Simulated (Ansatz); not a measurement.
Given:

```
CoSi2
1.0
    0.00000     2.65297     2.65297
    2.65297     0.00000     2.65297
    2.65297     2.65297     0.00000
Co Si
1 2
Direct
  0.00000   0.00000   0.00000
  0.25000   0.25000   0.25000
  0.75000   0.75000   0.75000
```

No spin polarisation.

Level of theory: r2SCAN, PAW, 500 eV (Ansatz, a quantum-chemistry and plane-wave program; no spin-orbit coupling). Γ-centred 19×19×19 mesh, Fermi–Dirac width 0.1 eV.

Q: Estimate the space group.

A: Fm-3m (No. 225).

Q: What is the computed band gap?

A: Zero.

Q: Predict the pressure.

A: 1.1 GPa.

The cells carry an imposed strain or load. Stability against distortions was not tested. All final runs are without spin polarisation. The cell was made from CoSi$_{2}$ (space group Fm-3m, No. 225; non-magnetic) by this change: isotropic strain −0.18 %.
